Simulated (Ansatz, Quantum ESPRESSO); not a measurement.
A Quantum ESPRESSO input for a self-consistent single point of Ta (Im-3m, 1 atom in the cell) (DFT, PBE, spin-orbit coupling, plane waves, PseudoDojo fully relativistic norm-conserving (PBE) pseudopotentials):

```fortran
&control
 calculation = 'scf'
 prefix = 'ta'
 outdir = './tmp/'
 pseudo_dir = './'
 tprnfor = .true.
 tstress = .true.
/
&system
 ibrav = 0
 nat = 1
 ntyp = 1
 ecutwfc = 60
 occupations = 'smearing'
 smearing = 'fermi-dirac'
 degauss = 0.0099958
 noncolin = .true.
 lspinorb = .true.
/
&electrons
 conv_thr = 1e-10
/
ATOMIC_SPECIES
Ta   180.9479  Ta.upf
ATOMIC_POSITIONS crystal
Ta    0.000000000    0.000000000    0.000000000
K_POINTS automatic
18 18 18  0 0 0
CELL_PARAMETERS angstrom
  -1.677934000     1.677934000     1.677934000
   1.677934000    -1.677934000     1.677934000
   1.677934000     1.677934000    -1.677934000
```

Write the same calculation as an input for Ansatz (a first-principles code).

One input that does it (others would too):

Ansatz 0.2 input:
```yaml
crystal:
  lattice:
    - [-1.677934, 1.677934, 1.677934]
    - [1.677934, -1.677934, 1.677934]
    - [1.677934, 1.677934, -1.677934]
  atoms:
    - { symbol: Ta, position: [0.000000, 0.000000, 0.000000] }
kpoints:
  mp_grid: { grid: [18, 18, 18] }
hamiltonian:
  xc: pbe
  pseudopotentials: { kind: paw }
magnetization:
  noncollinear: true
  spin_orbit: true
scf:
  occupations: { method: fermi_dirac, width: 0.136 }
output:
  forces: true
  eigenvalues: true
  stress: true
```

Basis, cutoffs, solver keys and any potentials are the target program's own. This input uses DFT, PBE with spin-orbit coupling, plane waves, default PAW files. Both were run: pressure -5.42 GPa in Quantum ESPRESSO and -5.72 in Ansatz. Ansatz's pressure is the one without its finite-basis correction.

On Quantum ESPRESSO: the starting cell comes from a database of computed structures (which also holds hypothetical and non-ambient phases and stackings), without a prior relaxation at this level. Its lattice was rescaled by a random factor within 2.5 % of one. With a pressure of about -5 GPa the cell is away from its equilibrium volume at this level.

On Ansatz: the starting cell comes from a database of computed structures (which also holds hypothetical and non-ambient phases and stackings), without a prior relaxation at this level. Its lattice was rescaled by a random factor within 2.5 % of one. With a pressure of about -6 GPa the cell is away from its equilibrium volume at this level.
